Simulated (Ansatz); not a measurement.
**Response to strain in Ga2O3**

Consider Ga₂O₃ in the corundum structure (space group R-3c, No. 167; a = 5.058 Å, c = 13.623 Å (hexagonal axes)). Axes: x lies along a and z along c of the hexagonal cell.

Strains are applied to the cell and any free atomic positions relax.

Level of theory: Kohn–Sham DFT with the PBE functional, run in Ansatz (a quantum-chemistry and plane-wave program) with PAW and 420 eV plane waves, no spin-orbit coupling.

Notes on the quantities. pressure: mean of the normal stresses, compression positive.

| case | pressure | width of the top valence band | band gap | volume per atom |
|---|---|---|---|---|
| base | 0.01 GPa | 0.43 eV | 2.40 eV | 10.06 Å³ |
| uniaxial strain ε_zz = −3.00 % | 5.95 GPa | 0.50 eV | 2.64 eV | 9.76 Å³ |
| uniaxial strain ε_zz = −2.25 % | (withheld) | (withheld) | 2.59 eV | 9.83 Å³ |
| uniaxial strain ε_zz = −1.50 % | 2.87 GPa | 0.46 eV | 2.53 eV | 9.91 Å³ |
| uniaxial strain ε_zz = −0.75 % | 1.41 GPa | 0.45 eV | (withheld) | 9.98 Å³ |

### Question
What belongs in the blanks?

### Answer

- uniaxial strain ε_zz = −2.25 %, pressure: 4.38 GPa
- uniaxial strain ε_zz = −2.25 %, width of the top valence band: 0.48 eV
- uniaxial strain ε_zz = −0.75 %, band gap: 2.47 eV

No phonon test of stability was made.
